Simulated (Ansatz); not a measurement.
# Short convergence ladders for TlPdF3 (P1, 5 atoms in the cell)

```
TlPdF3
1.0
    4.29269     0.00000     0.00000
    0.01633     4.29273     0.00000
    0.00345     0.03399     4.29343
Tl Pd F
1 1 3
Direct
  0.99900   0.99800   0.00504
  0.50009   0.49781   0.48724
  0.00007   0.49642   0.48572
  0.50151   0.49987   0.98714
  0.49931   0.99780   0.48651
```

Base method: PBEsol, default PAW files made with PBE (plane waves; Ansatz, a quantum-chemistry and plane-wave program).

Base settings: basis.ecutwfc = 420 eV; kpoints.mp_grid.grid = 6 6 6; hamiltonian.xc = pbesol; hamiltonian.pseudopotentials = {kind: paw} (the program's default PAW files); scf.occupations.method = gaussian; scf.occupations.width = 0.1 eV.

The count of work is k-points × plane waves × bands × iterations; it is no time. Core times come from one kind of shared machine, to one figure; runs under 30 s give none.

**Shifted k-point meshes**

In this ladder: kpoints.mp_grid.shift = 0.5 0.5 0.5.

Only quantities that move along the ladder and can be compared are tabulated.

| kpoints.mp_grid.grid | free energy less the last step's (meV/atom) | pressure (GPa) | largest difference of a force vector from the last step's (eV/Å) | count of work / last | core time / last (rough) |
|---|---|---|---|---|---|
| 2 2 2 | 229.13 | 1.06 | 0.044 | 0.0099 | – |
| 4 4 4 | -7.30 | -2.26 | 0.004 | 0.042 | – |
| 6 6 6 | 2.40 | -2.09 | 0.003 | 0.14 | – |
| 8 8 8 | 1.67 | -2.10 | 0.000 | 0.30 | 0.3 |
| 10 10 10 | -1.33 | -2.16 | 0.001 | 0.50 | 0.5 |
| 12 12 12 | 0.00 | -2.13 | 0.000 | 1.0 | 1 |

Coarsest kpoints.mp_grid.grid that holds the pressure within 0.5 GPa of the last step, with all finer ones: 4 4 4, at 0.042 of the last step's count of work; the step before is off by 3.2 GPa.

Coarsest kpoints.mp_grid.grid that holds the free energy within 5 meV/atom of the last step, with all finer ones: 6 6 6, at 0.14 of the last step's count of work; the step before is off by 7.3 meV/atom.

Coarsest kpoints.mp_grid.grid that holds the forces within 0.02 eV/Å of the last step, with all finer ones: 4 4 4, at 0.042 of the last step's count of work; the step before is off by 0.044 eV/Å.

**The k-point mesh at a smearing width of 0.3 eV**

In this ladder: scf.occupations.width = 0.3 eV.

Only quantities that move along the ladder and can be compared are tabulated.

| kpoints.mp_grid.grid | free energy less the last step's (meV/atom) | pressure (GPa) | count of work / last |
|---|---|---|---|
| 3 3 3 | -32.13 | -2.56 | 0.018 |
| 5 5 5 | 6.00 | -1.98 | 0.073 |
| 7 7 7 | -1.18 | -2.11 | 0.17 |
| 12 12 12 | 0.00 | -2.08 | 1.0 |

Coarsest kpoints.mp_grid.grid that holds the pressure within 0.2 GPa of the last step, with all finer ones: 5 5 5, at 0.073 of the last step's count of work; the step before is off by 0.49 GPa.

Coarsest kpoints.mp_grid.grid that holds the free energy within 5 meV/atom of the last step, with all finer ones: 7 7 7, at 0.17 of the last step's count of work; the step before is off by 6.0 meV/atom.

**The mesh under tetrahedron occupations**

In this ladder: scf.occupations.method = tetrahedron; scf.occupations.width = default.

Only quantities that move along the ladder and can be compared are tabulated.

| kpoints.mp_grid.grid | free energy less the last step's (meV/atom) | pressure (GPa) | count of work / last | core time / last (rough) |
|---|---|---|---|---|
| 3 3 3 | -19.54 | -2.39 | 0.011 | – |
| 4 4 4 | 11.22 | -1.98 | 0.027 | – |
| 5 5 5 | 5.97 | -2.08 | 0.047 | – |
| 8 8 8 | -0.21 | -2.14 | 0.19 | 0.2 |
| 12 12 12 | -0.11 | -2.14 | 0.63 | 0.8 |
| 14 14 14 | 0.00 | -2.14 | 1.0 | 1 |

Coarsest kpoints.mp_grid.grid that holds the pressure within 0.05 GPa of the last step, with all finer ones: 8 8 8, at 0.19 of the last step's count of work and about 0.2 of the last step's time; the step before is off by 0.06 GPa.

Coarsest kpoints.mp_grid.grid that holds the free energy within 5 meV/atom of the last step, with all finer ones: 8 8 8, at 0.19 of the last step's count of work and about 0.2 of the last step's time; the step before is off by 6.0 meV/atom.

On the base run: the starting cell comes from a database of computed structures (which also holds hypothetical and non-ambient phases and stackings), without a prior relaxation at this level. Its lattice was rescaled by up to half a per cent. One atom was moved a little off its site on purpose. Spin polarisation is off. Ansatz's pressure includes its estimate of the finite-basis (Pulay) stress.

Keys are those of Ansatz 0.2.
